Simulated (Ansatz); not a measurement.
## CsH (Pm-3m, No. 221, 2 atoms in the cell; start mp-632319; a measured phase of this formula has another space group)

Level of theory: HSE06+SOC in Ansatz (plane waves, PAW).

Settings: plane-wave cutoff 460 eV, 8×8×8 k mesh, Fermi–Dirac smearing 0.01 eV, PAW data made under PBE.

Cell (relaxed with PBEsol):

```
CsH
1.0
    3.72401     0.00000     0.00000
    0.00000     3.72401     0.00000
    0.00000     0.00000     3.72401
Cs H
1 1
Direct
  0.00000   0.00000   0.00000
  0.50000   0.50000   0.50000
```

| Property | Value |
|---|---|
| band gap | 3.63 eV (on the SCF k mesh) (direct) |
| Γ–Γ gap | 6.59 eV |

Note: cell and atoms aren't relaxed at this level (pressure 1.3 GPa).

The computed numbers hold no vibrational or temperature effects.

Computing time: roughly 10 core-minutes.

A start named mp-… is a Materials Project structure, which need not be a measured phase.

Ansatz is a quantum-chemistry and plane-wave program.
